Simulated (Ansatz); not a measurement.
Base system: PbZrO$_{3}$ in the cubic perovskite structure (space group Pm-3m, No. 221; a = 4.1413 Å; a cell from a computed database, its experimental status unchecked). Axes: x, y, z lie along the cube axes.

Now apply this change: strain tensor (xx, yy, zz, yz, xz, xy) = (−0.21, +0.29, +0.48, −0.24, +0.14, +0.18) %, atoms relaxed at fixed cell.

Levels (all Ansatz, a first-principles code, PAW): PBEsol (420 eV, no spin-orbit coupling); r2SCAN (500 eV, no spin-orbit coupling).

The geometry is relaxed with PBEsol.

| Item | Result |
|---|---|
| PBEsol band gap | 2.29 eV |
| PBEsol width of the top valence band | 0.84 eV |
| PBEsol pressure | -0.93 GPa |

Task: How does going to r2SCAN change the band gap, width of the top valence band and pressure?

Result: The band gap grows by 0.558 eV (2.29 eV → 2.84 eV); the width of the top valence band is still 0.84 eV; the pressure grows by 2.26 GPa, from -0.93 GPa to 1.33 GPa.

Single points use the geometry relaxed with PBEsol. Their cutoffs differ, which shifts pressures a little. With Pb present, leaving out spin-orbit coupling can change the band edges. Stability against distortions was not tested. Many cubic perovskites are stable only at high temperature; tilts and polar distortions were not tested.
